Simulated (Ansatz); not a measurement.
## HfO2: Er on a Hf site, symmetric start

The parent structure is a 24-atom supercell of HfO₂ in the fluorite structure (space group Fm-3m, No. 225; a = 5.044 Å) at its relaxed geometry.

Now apply this change: one Hf atom is replaced by Er, atoms relaxed at fixed cell.

Level of theory: PBEsol/PAW in Ansatz (an electronic-structure program), no spin-orbit coupling. Settings: 4×4×4 k-points, 0.01 eV Fermi–Dirac smearing.

The pressure goes from zero to 3.4 GPa and the total moment of the cell comes out as 3.8 μB. The energy gained by relaxation comes out as 0.20 eV and the largest displacement of a host atom from its site in the perfect cell comes out as 0.05 Å. The mean distance from the defect site to its nearest host atoms increases by 0.052 Å to 2.24 Å.

Final structure:

```
ErHf7O16
1.0
    0.00000     5.04380     5.04380
    5.04380     0.00000     5.04380
    5.04380     5.04380     0.00000
Er Hf O
1 7 16
Cartesian
  0.00000   0.00000   0.00000
  2.52190   2.52190   0.00000
  2.52190   0.00000   2.52190
  5.04380   2.52190   2.52190
  0.00000   2.52190   2.52190
  2.52190   5.04380   2.52190
  2.52190   2.52190   5.04380
  5.04380   5.04380   5.04380
  1.29114   1.29114   1.29114
  3.75266   3.75266   1.29114
  3.75266   1.29114   3.75266
  6.29729   3.79032   3.79032
  1.29114   3.75266   3.75266
  3.79032   6.29729   3.79032
  3.79032   3.79032   6.29729
  6.29729   6.29729   6.29729
  3.79032   3.79032   3.79032
  6.29729   6.29729   3.79032
  6.29729   3.79032   6.29729
  8.79646   6.33495   6.33495
  3.79032   6.29729   6.29729
  6.33495   8.79646   6.33495
  6.33495   6.33495   8.79646
  8.79646   8.79646   8.79646
```

Other magnetic orders, which the real material may have, were not ruled out. The 4f electrons are in the valence with no U and their state was not checked, so volumes and moments can be off. In so small a cell the defect repeats every few ångströms: this is an ordered compound, not a dilute defect. The mesh was chosen for an insulator and is coarse for the gapless case. The defect started on the symmetric site and kept its symmetry, so it may sit on a saddle. No Hubbard U is applied, and correlation can decide whether such a compound is a metal. The defect cell is spin-polarised and ends with 3.8 μB, a fractional moment that hangs on the mesh and smearing. This is not the structure that HfO2 has at room temperature and ambient pressure.
